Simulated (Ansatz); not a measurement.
The starting structures come from a database of crystals and need not be the phases stable at ambient conditions.

Inside the gap of an insulator the Bloch states are evanescent, with a wavenumber k + iκ along the transport direction.

Input:

```
K2ZrF6
1.0
    6.56016     0.00000     0.00000
    0.00000     6.88267     0.00000
    3.28008     0.00000     5.70526
K Zr F
4 2 12
Direct
  0.65530   0.49993   0.68940
  0.34470   0.50007   0.31060
  0.34470   0.99993   0.31060
  0.65530   0.00007   0.68940
  0.05170   0.25000   0.89660
  0.94830   0.75000   0.10340
  0.89929   0.04760   0.20142
  0.10071   0.95240   0.79858
  0.10071   0.54760   0.79858
  0.89929   0.45240   0.20142
  0.60926   0.75000   0.39924
  0.39074   0.25000   0.60076
  0.00850   0.25000   0.60076
  0.99150   0.75000   0.39924
  0.30271   0.75000   0.98174
  0.69729   0.25000   0.01826
  0.28445   0.25000   0.01826
  0.71555   0.75000   0.98174
```

Space group of this cell: Cmcm. The cell is taken as given.

Transport runs along the normal of the first two printed cell vectors.

No gap correction and no spin-orbit coupling; mid-gap values are interpolated between computed energies.

Task: Compute, with r2SCAN (Ansatz, an electronic-structure program), the band gap and the smallest decay constant κ at mid-gap.

Result: Gap 6.62 eV on a 6×6×6 mesh; κ = 0.609 1/Å, at the zone centre.
